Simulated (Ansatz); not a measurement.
NiAl (Pm-3m): band-structure transport figures

Data:

```
AlNi
1.0
    2.86165     0.00000     0.00000
    0.00000     2.86165     0.00000
    0.00000     0.00000     2.86165
Al Ni
1 1
Cartesian
  1.43082   1.43082   1.43082
  0.00000   0.00000   0.00000
```

Level of theory: PBEsol, rigid bands (plane waves, PAW, scalar-relativistic; Ansatz, a first-principles code). Cell: cell and atoms relaxed with PBEsol.

```json
{
  "density of states at the Fermi level": "0.809 states/(eV·cell), both spins",
  "bare Sommerfeld coefficient": "0.95 mJ/(mol of atoms·K²)",
  "drude_plasma_energy": "7.2 eV",
  "root-mean-square Fermi velocity": "7.6e5 m/s",
  "resistivity times τ": "9.4 ×10⁻²² Ω·m·s"
}
```

A metal at this level (no band gap); rigid bands, thermally averaged at 300 K, both spins. Spin-orbit coupling is left out. τ is one relaxation time for all states.

Treated as nonmagnetic (a ferromagnetic start lost its moment, other orders weren't tried): NiAl (Pm-3m).
